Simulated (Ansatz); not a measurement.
The (100) surface of alpha tin, 3x1 monohydride and dihydride rows (bottom of the slab: dihydride, held)

The numbers are results of PBE (plane waves to 420 eV, PAW; Ansatz, a program for electronic structure), not measurements.

Model: 34-atom slab, 14.3 Å thick at the start with caps and adatoms, 2x6x1 mesh, Fermi-Dirac 0.025 eV, dipole correction, 12 atoms held, the rest relaxed; held to the start's symmetry, so lower structures may exist; no spin, no spin-orbit, no U. It is one candidate, not shown to be the stable structure of the face.

| Property | Result |
|---|---|
| gap of the slab on its k-mesh | 0.29 eV |
| highest filled level below the top vacuum level | 4.72 eV |
| energy released by relaxation | 0.16 eV |
| cost | around 18 core-minutes (rough) |
